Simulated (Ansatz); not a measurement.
The structure below was relaxed with Kohn–Sham DFT with the r2SCAN functional, run in Ansatz (a first-principles code) with PAW and 500 eV plane waves, no SOC.

```xyz
6
Lattice="5.5309 0.0000 0.0000 0.0000 5.5309 0.0000 0.0000 0.0000 3.6787" Properties=species:S:1:pos:R:3 pbc="T T T"
Ni     0.0000     0.0000     0.0000
Ni     2.7654     2.7654     1.8394
Se     1.7025     1.7025     0.0000
Se     4.4679     1.0630     1.8394
Se     1.0630     4.4679     1.8394
Se     3.8284     3.8284     0.0000
```

Question: Find the space group and the Wyckoff positions.

Answer: Space group P4₂/mnm (No. 136); a = 5.531 Å, b = 5.531 Å, c = 3.679 Å, α = 90.00°, β = 90.00°, γ = 90.00°

```tsv
atom	site	symmetry	x	y	z
Ni	2a	m.mm	0.0000	0.0000	0.0000
Se	4f	m.2m	0.3078	0.3078	0.0000
```

Question: Describe the coordination.

Answer: The crystal has 6 atoms in its conventional cell. Conventional cell: a = b = 5.531 Å, c = 3.679 Å, α = β = γ = 90.00°. Ni sees 6 Se at 2.376–2.408 Å (octahedral). Se has 3 Ni at 2.376–2.408 Å (trigonal planar). (Neighbours: up to the widest gap in distance over summed covalent radii, below 1.35, at either atom; cation-cation and far metal-metal contacts left out.)

Stability against distortions was not tested. Seeded moments were not kept for Sn → Ni. All final runs are without spin polarisation. The cell was made from SnSe2 by this change: Sn → Ni; the result is a hypothetical phase, not in the database extracts checked.
